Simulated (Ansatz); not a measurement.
Start from NiSi (space group Pnma, No. 62; a = 5.105 Å, b = 3.360 Å, c = 5.504 Å; non-magnetic).

Level of theory: PBEsol (Ansatz, a first-principles code), spin-orbit coupling left out.

Perturbation: every lattice vector is shortened by 1.64 %, atoms relaxed at fixed cell.

Q: What does the calculation give for the energy relative to the base after the change?

A: The energy grows by 18 meV/atom.

Q: Estimate the effect on the largest internal atomic displacement.

A: The largest internal atomic displacement is 0.014 Å.

The cells carry an imposed strain or load. Stability against distortions was not tested. Seeded moments were not kept for the base. The final runs are not spin-polarised.
